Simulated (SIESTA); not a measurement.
**Parameter sweep on Hf (P6_3/mmc, 4 atoms in the cell)**

```
Hf
1.0
    3.18216     0.00000     0.00000
   -1.59108     2.75583     0.00000
    0.00000     0.00000    10.23863
Hf
4
Direct
  0.00000   0.00000   0.00000
  0.00000   0.00000   0.50000
  0.33333   0.66667   0.25000
  0.66667   0.33333   0.75000
```

Base run A: LDA PW92, numerical atomic orbitals DZP, PseudoDojo LDA standard norm-conserving potentials (rewritten from UPF to PSML) (SIESTA), self-consistent single point.

Its settings: XC.functional = LDA; XC.authors = PW92; potentials = PseudoDojo LDA standard; PAO.BasisSize = DZP; PAO.EnergyShift = 0.01 Ry; MeshCutoff = 350 Ry; kgrid.MonkhorstPack = 12 12 4; OccupationFunction = MP; OccupationMPOrder = 0; ElectronicTemperature = 3156.43 K; MaxSCFIterations = 150; SCF.Mixer.Method = Pulay; SCF.Mixer.Weight = 0.2; SCF.Mixer.History = 6; SCF.DM.Tolerance = 1.0E-05.

The starting cell was generated: these elements placed on a structure prototype, without a prior relaxation; it need not be a known phase or ordering of this composition. Values carry the incompleteness of an atom-centred basis. In the base run, with a pressure of about -11 GPa the cell is away from its equilibrium volume at this level.

ΔF is the free energy per atom less that of run A. 

```json
[
 {"run": "A", "ElectronicTemperature": "3156.43 K", "ΔF (meV/atom)": "0.00", "pressure (GPa)": "-11.36", "TS (meV/atom)": "50.4"},
 {"run": "B", "ElectronicTemperature": "23.21 K", "ΔF (meV/atom)": "24.4", "pressure (GPa)": "-11.25", "TS (meV/atom)": "0.0"},
 {"run": "C", "ElectronicTemperature": "116.05 K", "ΔF (meV/atom)": "24.3", "pressure (GPa)": "-11.27", "TS (meV/atom)": "0.1"},
 {"run": "D", "ElectronicTemperature": "290.11 K", "ΔF (meV/atom)": "24.2", "pressure (GPa)": "-11.28", "TS (meV/atom)": "0.4"},
 {"run": "E", "ElectronicTemperature": "580.23 K", "ΔF (meV/atom)": "23.6", "pressure (GPa)": "-11.30", "TS (meV/atom)": "1.5"},
 {"run": "F", "ElectronicTemperature": "1160.45 K", "ΔF (meV/atom)": "21.3", "pressure (GPa)": "-11.37", "TS (meV/atom)": "6.2"},
 {"run": "G", "ElectronicTemperature": "1740.68 K", "ΔF (meV/atom)": "17.3", "pressure (GPa)": "-11.40", "TS (meV/atom)": "14.7"},
 {"run": "H", "ElectronicTemperature": "2320.9 K", "ΔF (meV/atom)": "11.5", "pressure (GPa)": "-11.39", "TS (meV/atom)": "26.8"},
 {"run": "I", "ElectronicTemperature": "3481.36 K", "ΔF (meV/atom)": "-5.5", "pressure (GPa)": "-11.34", "TS (meV/atom)": "61.4"},
 {"run": "J", "ElectronicTemperature": "5802.26 K", "ΔF (meV/atom)": "-59.7", "pressure (GPa)": "-11.08", "TS (meV/atom)": "167.8"},
 {"run": "K", "ElectronicTemperature": "9283.61 K", "ΔF (meV/atom)": "-187.6", "pressure (GPa)": "-10.31", "TS (meV/atom)": "412.5"}
]
```

Run F against A: The free energy rises by 21.3 meV/atom and the pressure hardly changes (-11.36 to -11.37 GPa).

Run J against A: The free energy falls by 59.7 meV/atom and the pressure goes from -11.36 to -11.08 GPa.
